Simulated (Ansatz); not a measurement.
The structure below was relaxed with plane-wave PAW DFT at the LDA level (Ansatz, a quantum-chemistry and plane-wave program, 420 eV), scalar-relativistic without spin-orbit coupling, at pressure −2 GPa.

Space group Im-3m (No. 229); a = b = c = 3.264 Å, α = β = γ = 90.00°

```json
[
 {"atom": "Ta", "site": "2a", "symmetry": "m-3m", "x": "0.0000", "y": "0.0000", "z": "0.0000"}
]
```

Question: Write out a cell with all atoms.

Answer: 
```
Ta
1.0
    3.26423     0.00000     0.00000
    0.00000     3.26423     0.00000
    0.00000     0.00000     3.26423
Ta
2
Direct
  0.00000   0.00000   0.00000
  0.50000   0.50000   0.50000
```
This is the conventional cell.

Load acts through the strain it causes; cell and atoms are relaxed under it. Whether these cells are dynamically stable was not tested. All final runs are without spin polarisation. The cell was made from Ta in the bcc (W type) structure (space group Im-3m, No. 229) by this change: pressure −2 GPa.
